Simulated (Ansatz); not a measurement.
Data:

```
BiPt
1.0
    4.36332     0.00000     0.00000
   -2.18166     3.77875     0.00000
    0.00000     0.00000     5.48305
Bi Pt
2 2
Direct
  0.33333   0.66667   0.25000
  0.66667   0.33333   0.75000
  0.00000   0.00000   0.50000
  0.00000   0.00000   0.00000
```

All values below come from PBEsol, DFPT electron-phonon coupling, linearised Boltzmann equation (plane waves, PAW, scalar-relativistic; Ansatz, a quantum-chemistry and plane-wave program). How the cell was made: relaxed with this functional, without spin-orbit coupling.

Task: Predict the intrinsic resistivity at 300 K.

Result: 10.0 (x), 10.0 (y), 14.1 (z) μΩ·cm.

Task: How long is the mean free path there?

Result: 9.4 nm, weighted by the current that each state carries. Wires not much wider than this gain resistivity from their walls.

A metal at this level (no band gap). Only scattering by harmonic phonons is included (no impurities, grain boundaries, electron-electron scattering or thermal expansion). Spin-orbit coupling is left out, which matters with elements this heavy. The squared frequency of the phonon mode least converged on the k mesh is uncertain by 14 %. Halving the electron mesh (24x24x16) moves the resistivity by up to 3 % at 300 K, the mean free path by up to 5 %. Smearing 0.20 eV; phonons on a 4x4x3 q mesh, which this run doesn't test.

Formula and space group known from diffraction (Crystallography Open Database), not checked to be the room-temperature form: PtBi (P6_3/mmc).
